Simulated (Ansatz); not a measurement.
Subject: the energy of the reaction as written. Reaction: 1/4 cell B + 3/4 C (graphite) → cell A. A negative value means that the right-hand side lies lower.

Cell A: a slab of Rh (fcc, Fm-3m) cut along (111), 9 atoms, hexagonal cell of 2.68 Å (6.2 Å²), symmetry P3m1 within 0.02 Å, 16.7 Å thick under 16 Å of vacuum, in-plane vectors held at the crystal's; planes from bottom to top: Rh × 8 | C, its two faces unlike (dipole correction applied); added, foreign or displaced atoms, above the top plane: C bound to 3 Rh at 1.95 Å; spin state with PBE: run without spin, k-point mesh 20×20×1.
```yaml
crystal:
  lattice:
    - [2.68352, 0.00000, 0.00000]
    - [1.34176, 2.32400, 0.00000]
    - [0.00000, 0.00000, 32.77024]
  atoms:
    - { symbol: Rh, position: [0.66667, 0.66667, 0.24459] }
    - { symbol: Rh, position: [0.00000, 0.00000, 0.31072] }
    - { symbol: Rh, position: [0.33333, 0.33333, 0.37719] }
    - { symbol: Rh, position: [0.66667, 0.66667, 0.44431] }
    - { symbol: Rh, position: [0.00000, 0.00000, 0.51121] }
    - { symbol: Rh, position: [0.33333, 0.33333, 0.57808] }
    - { symbol: Rh, position: [0.66667, 0.66667, 0.64410] }
    - { symbol: Rh, position: [0.00000, 0.00000, 0.71728] }
    - { symbol: C, position: [0.33333, 0.33333, 0.75353] }
```

Cell B: a slab of Rh (fcc, Fm-3m) cut along (111), 33 atoms, hexagonal cell of 5.37 Å (24.9 Å²), symmetry P3m1 within 0.02 Å, 16.4 Å thick under 16 Å of vacuum, in-plane vectors held at the crystal's; planes from bottom to top: Rh4 × 8 | C, its two faces unlike (dipole correction applied); added, foreign or displaced atoms, above the top plane: C bound to 3 Rh at 1.90 Å; spin state with PBE: run without spin, k-point mesh 8×8×1.
```
CELL_PARAMETERS angstrom
      5.36704     0.00000     0.00000
      2.68352     4.64799     0.00000
      0.00000     0.00000    32.77024
ATOMIC_POSITIONS crystal
  Rh 0.83344 0.33328 0.24495
  Rh 0.33328 0.33328 0.24495
  Rh 0.83333 0.83333 0.24499
  Rh 0.33328 0.83344 0.24495
  Rh 0.00006 0.00006 0.31096
  Rh 0.49988 0.00006 0.31096
  Rh 0.00006 0.49988 0.31096
  Rh 0.50000 0.50000 0.31095
  Rh 0.16667 0.16667 0.37755
  Rh 0.66672 0.16656 0.37753
  Rh 0.16656 0.66672 0.37753
  Rh 0.66672 0.66672 0.37753
  Rh 0.83326 0.33337 0.44474
  Rh 0.33337 0.33337 0.44474
  Rh 0.83333 0.83333 0.44469
  Rh 0.33337 0.83326 0.44474
  Rh 0.99991 0.99991 0.51168
  Rh 0.50019 0.99991 0.51168
  Rh 0.99991 0.50019 0.51168
  Rh 0.50000 0.50000 0.51178
  Rh 0.16667 0.16667 0.57889
  Rh 0.66645 0.16711 0.57861
  Rh 0.16711 0.66645 0.57861
  Rh 0.66645 0.66645 0.57861
  Rh 0.83307 0.33346 0.64525
  Rh 0.33346 0.33346 0.64525
  Rh 0.83333 0.83333 0.64499
  Rh 0.33346 0.83307 0.64525
  Rh 0.99508 0.99508 0.71479
  Rh 0.50984 0.99508 0.71479
  Rh 0.99508 0.50984 0.71479
  Rh 0.50000 0.50000 0.71083
  C  0.16667 0.16667 0.74618
```

Reference: C (graphite, P6₃/mmc), 4 atoms in the cell, k-point mesh 18×18×6 on the run's own vectors. Conventional cell: a = b = 2.465 Å, c = 6.742 Å, α = β = 90.00°, γ = 120.00°.

Computed with Ansatz (plane waves, PAW), its default PAW set, cutoff 420 eV, 500 eV for r2SCAN. The structures are at rest with PBE+D3(BJ), within the held lattices; other levels are single points on them. Neutral cells; Fermi-Dirac smearing of at most 0.10 eV in the solids, energies taken to zero width. The lattices are those relaxed with PBE+D3(BJ), so at other levels the solids can be strained, which adds to the spread. Larger cells are relaxed from a start prepared with the learned potential CHGNet, on a coarser mesh till forces fall under 0.03 eV/Å, which some starts already meet. A dispersion term (D3(BJ), or D4 for r2SCAN) was computed beside these levels and is taken off wherever the name lacks it. The PAW files were made for PBE and serve at the other functionals too. Space groups of crystals are read within 0.01 Å. Nuclei at rest; no vibrational terms. No structure search was made; lower ones may exist. Values are for these cell sizes. The cells' k-point meshes differ in density, so the last digit is unsettled. Cell A has symmetry P3m1 within 0.02 Å and got no random move, so less symmetric positions, which may lie lower, weren't tried. Cell B has symmetry P3m1 within 0.02 Å and got no random move, so less symmetric positions, which may lie lower, weren't tried.

Give the value at the level PBE.

2.11 eV, for 1/4 cell B + 3/4 C (graphite) → cell A.

List the value at the remaining levels and say how far they part.


```tsv
Functional	value (eV)	less PBE
PBE+D3(BJ)	2.02	-0.09
r2SCAN	2.11	0.00
r2SCAN+D4	2.08	-0.03
```

The levels shown span only 0.09 eV, too little to tell them apart.

Ansatz is an electronic-structure program.
